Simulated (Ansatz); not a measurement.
The reference is Pt in the fcc (Cu type) structure (space group Fm-3m, No. 225; a = 3.918 Å).

Method: PBEsol, PAW, 420 eV (Ansatz, an electronic-structure program; scalar-relativistic without spin-orbit coupling), earlier PAW set.

Base values:

- Lattice parameter a: 3.918 Å

Perturbation: every Pt is replaced by S; the structure is relaxed again.

Tabulated Pauling electronegativity and covalent radius: Pt 2.28, 1.36 Å; S 2.58, 1.05 Å.

Q: Predict the new lattice parameter a.

A: The lattice parameter a drops by 0.010 Å, from 3.918 Å to 3.908 Å.

Whether these cells are dynamically stable was not tested. As relaxed here, S is a hypothetical phase, not in the database extracts checked. All final runs are without spin polarisation.
